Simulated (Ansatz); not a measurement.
## HfN: transverse stress against strain

HfN (rock salt, Fm-3m, 11.405 Å³/atom at rest, cube axes along x, y and z) under a strain ε along a cube axis (axis z), the other axes held. PBEsol in Ansatz, a plane-wave DFT program (PAW, default set), 420 eV, 22×22×22 Γ-centred mesh, Fermi-Dirac smearing 0.10 eV; ions are relaxed within the symmetry of each cell. Stress is positive for a compressed cell.

Here s stands for strain and y for stress xx.

```
strain (%)  stress xx (GPa)
----------  ---------------
-1.50                  1.70
-1.00                  1.12
-0.50                  0.56
0.00                   0.00
0.50                  -0.54
1.00                  -1.08
1.50                  -1.60
3.00                      ?
```

The 7 complete rows are fitted with a straight line, y against s. Means: s 0, y 0.023. About the means, the sum of products is -7.7000 and the sum of squares of s is 7.0000; the slope is their ratio. Least squares gives y = 0.023 - 1.1000·s. Residuals (row less fit): 0.027, -0.003, -0.013, -0.023, -0.013, -0.003, 0.027; standard error 0.022 (degrees of freedom: 5). The slope gives the elastic constant C12 = 110 ± 0.8 GPa.

Q: Predict the withheld y at s = 3.00 from the fit, and compare with the calculation.

A: y = 0.023 - 1.1000 × 3.0 = -3.277 GPa. The calculation gives -3.11 GPa, 0.167 GPa above the prediction (3.5 % of the range of y in the table). The row lies outside the fitted rows, so this is an extrapolation. From the scatter of the fitted rows alone, a prediction at this place has a standard error of 0.034 GPa, so the miss is 4.9 times that.

One order more, fitted to all 13 runs of the series, follows each within 0.01, so the miss is the next term of a smooth law. In a metal these values are sensitive to mesh and smearing; energies are taken to zero smearing, stresses follow the free energy. Rows are the converged runs of the series near zero and its far end; series whose fitted rows scatter by over a few per cent of the range, as at a crossing or softening among them, aren't shown in this form. Most that stay on the fit to the last digits aren't either.
